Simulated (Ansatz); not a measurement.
## Carrier properties of AlN (P6_3mc)

Input:

```
AlN
1.0
    3.11356     0.00000     0.00000
   -1.55678     2.69643     0.00000
    0.00000     0.00000     4.98326
Al N
2 2
Direct
  0.66667   0.33333   0.49901
  0.33333   0.66667   0.99901
  0.66667   0.33333   0.88099
  0.33333   0.66667   0.38099
```

Calculation: PBEsol, rigid bands (plane waves, PAW, scalar-relativistic; Ansatz, a quantum-chemistry and plane-wave program). How the cell was made: cell and atoms relaxed with PBEsol.

```
Property                                                                                                                                                           Value
---------------------------------------------------------------------------------------------------------------------------------------  -------------------------------
band gap                                                                                                                                                         4.10 eV
electron conductivity mass (300 K, dilute)                                                                                               0.31 (x), 0.31 (y), 0.30 (z) mₑ
hole conductivity mass (300 K, dilute)                                                                                                     3.7 (x), 3.7 (y), 0.41 (z) mₑ
effective density of states N_c (300 K)                                                                                                                      4.2e18 cm⁻³
effective density of states N_v (300 K)                                                                                                                      6.2e19 cm⁻³
density-of-states mass, electrons                                                                                                                                0.30 mₑ
density-of-states mass, holes                                                                                                                                    1.83 mₑ
Seebeck coefficient, n-type 1e19 cm⁻³, 300 K                                                                                                                   -156 μV/K
Seebeck coefficient, p-type 1e19 cm⁻³, 300 K                                                                                                                    374 μV/K
best p-type power factor at 300 K for τ = 10 fs (best axis; densities from 1e16 to 1e21 cm⁻³ tried, whether or not they can be reached)     16.0 μW/(cm·K²) at 1e20 cm⁻³
```

Rigid bands; masses and Seebeck coefficients take one relaxation time τ for all states and one kind of carrier; polarons and phonon drag are left out. Spin-orbit coupling is left out; where it splits the top of the valence band, N_v and the p-type Seebeck coefficient come out somewhat high without it.
